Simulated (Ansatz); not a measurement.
Reference: LiPd (P-6m2), PBEsol, DFPT electron-phonon coupling, linearised Boltzmann equation (plane waves, PAW, scalar-relativistic; Ansatz, an electronic-structure program); geometry: relaxed with this functional, without spin-orbit coupling.

```
LiPd
1.0
    2.74158     0.00000     0.00000
   -1.37079     2.37428     0.00000
    0.00000     0.00000     4.14669
Li Pd
1 1
Direct
  0.00000   0.00000   0.00000
  0.33333   0.66667   0.50000
```

- resistivity at 300 K: 5.0 μΩ·cm
- electron-phonon coupling λ: 0.140
- logarithmic mean phonon energy: 16.6 meV

Question: Swap Pd for Pt, keeping the structure type. How do these values move?

Answer: LiPt (P-6m2): volume per atom 13.5 to 13.4 Å³; resistivity at 300 K rises (5.0 μΩ·cm to 6.0 μΩ·cm); electron-phonon coupling λ rises (0.140 to 0.197); logarithmic mean phonon energy stays about the same (16.6 meV to 15.8 meV).

Moves up to 14 % count as about the same. Metals; harmonic phonons alone scatter; means over directions. Halving the electron mesh moves these values by up to 9 %; q meshes are mostly untested. Spin-orbit coupling is left out.

Formula and space group known from diffraction (Crystallography Open Database), not checked to be the room-temperature form: LiPd (P-6m2), LiPt (P-6m2). The missing spin-orbit coupling matters most for LiPt (P-6m2).
